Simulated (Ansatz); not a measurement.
Here is the system:

End structure of a constructed model of the (111) surface of fcc Al, a layer of Zr in place of the second plane (bottom of the slab: a bare face, its two planes held):

```
CELL_PARAMETERS angstrom
      2.85810     0.00000     0.00000
     -1.42905     2.47518     0.00000
      0.00000     0.00000    28.50000
ATOMIC_POSITIONS crystal
  Al 0.33333 0.66667 0.28393
  Al 0.66667 0.33333 0.36581
  Al 0.00000 0.00000 0.44830
  Al 0.33333 0.66667 0.53085
  Zr 0.66667 0.33333 0.61923
  Al 0.00000 0.00000 0.71007
```

Set-up: 6 atoms, 12.3 Å thick at the start with caps and adatoms (thin: gaps and levels are the slab's own); mesh 15x15x1; 0.1 eV smearing; dipole correction on; 2 atoms held, the rest relaxed; start symmetry kept, larger cells not searched; no spin, no spin-orbit, no U. In PBE it lies 0.13 eV a 1x1 cell over the lowest computed structure of the same composition (a layer of Zr in place of the third plane).

Q: Predict the work function of the top face from PBE run with Ansatz (a quantum-chemistry and plane-wave program).

A: 4.42 eV
